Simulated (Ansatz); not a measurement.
Here is the system:

End structure of a constructed model of the (111) surface of fcc Rh, a pseudomorphic layer of Os in the host's stacking (bottom of the slab: a bare face, its two planes held):

```yaml
crystal:
  lattice:
    - [2.70822, 0.00000, 0.00000]
    - [-1.35411, 2.34539, 0.00000]
    - [0.00000, 0.00000, 30.00000]
  atoms:
    - { symbol: Rh, position: [0.33333, 0.66667, 0.27345] }
    - { symbol: Rh, position: [0.66667, 0.33333, 0.34716] }
    - { symbol: Rh, position: [0.00000, 0.00000, 0.42020] }
    - { symbol: Rh, position: [0.33333, 0.66667, 0.49416] }
    - { symbol: Rh, position: [0.66667, 0.33333, 0.56796] }
    - { symbol: Rh, position: [0.00000, 0.00000, 0.64325] }
    - { symbol: Os, position: [0.33333, 0.66667, 0.71413] }
```

Slab: 7 atoms, 13.6 Å thick at the start with caps and adatoms (thin: gaps and levels are the slab's own); k 16x16x1, smearing 0.1 eV, dipole-corrected; single point; on the structure that PBE left under its start's symmetry; no spin, no spin-orbit, no U. It is one candidate, not shown to be the stable structure of the face.

Problem. What work function of the top face does Ansatz (an electronic-structure program) with r2SCAN, at the PBE geometry give?

Solution. 5.56 eV
